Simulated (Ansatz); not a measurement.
HfNi (Cmcm, No. 63; cell taken from a computed entry) was calculated with LDA in Ansatz (PAW).

Numerical settings: plane-wave cutoff 520 eV, 18×18×14 k mesh (along the axes of the cell as run), Fermi–Dirac smearing 0.05 eV, no spin polarisation, scalar-relativistic PAW data made under PBE.

Cell (relaxed at this level):

Space group Cmcm (No. 63); a = 3.184 Å, b = 9.623 Å, c = 3.976 Å, α = 90.00°, β = 90.00°, γ = 90.00°

```json
[
 {"atom": "Hf", "site": "4c", "symmetry": "m2m", "x": "0.0000", "y": "0.1398", "z": "0.7500"},
 {"atom": "Ni", "site": "4c", "symmetry": "m2m", "x": "0.0000", "y": "0.5839", "z": "0.2500"}
]
```
(The calculation used a cell of 4 atoms; values per cell refer to that cell.)

Q: What does this level give for the bulk modulus?

A: 
bulk modulus: 176 GPa

The run finds no gap.

Note: the bulk modulus is −V dP/dV from two relaxed cells at ±2 % in volume; the relaxation could not lower the start's symmetry, so the cell can be a saddle point above a distorted one.

Spin–orbit coupling is not included.

Cost on a shared machine: very roughly 25 core-minutes.

Ansatz is an electronic-structure program.
